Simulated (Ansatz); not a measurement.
System: Ni (model structure, started from the diamond type, Fd-3m, No. 227, 2 atoms in the cell). Method: PBEsol (Ansatz, a first-principles code, PAW).

Run with plane-wave cutoff 520 eV, 20×20×20 k mesh, Fermi–Dirac smearing 0.05 eV, spin-polarised with parallel moments, scalar-relativistic PAW data made under PBE.

Cell (relaxed at this level):

```yaml
crystal:
  lattice:
    - [0.00000, 2.50344, 2.50344]
    - [2.50344, 0.00000, 2.50344]
    - [2.50344, 2.50344, 0.00000]
  atoms:
    - { symbol: Ni, position: [0.75000, 0.75000, 0.75000], spin: 2.0 }
    - { symbol: Ni, position: [0.50000, 0.50000, 0.50000], spin: 2.0 }
```

Question: Give the computed bulk modulus B0.

Answer: 
- bulk modulus B0: 108 GPa

The run finds no gap.

Note: the magnetic order was assumed, not searched for or taken from measurement; the bulk modulus is −V dP/dV from two relaxed cells at ±2 % in volume; the relaxation could raise the start's symmetry but not lower it, so the cell can be a saddle point.

Spins in the cell block are starting values.

Computed values are for the static lattice.

A model structure was made by putting elements into a prototype or built by hand; it is no filed structure, need not be a known phase, and can be a saddle point held by its symmetry.
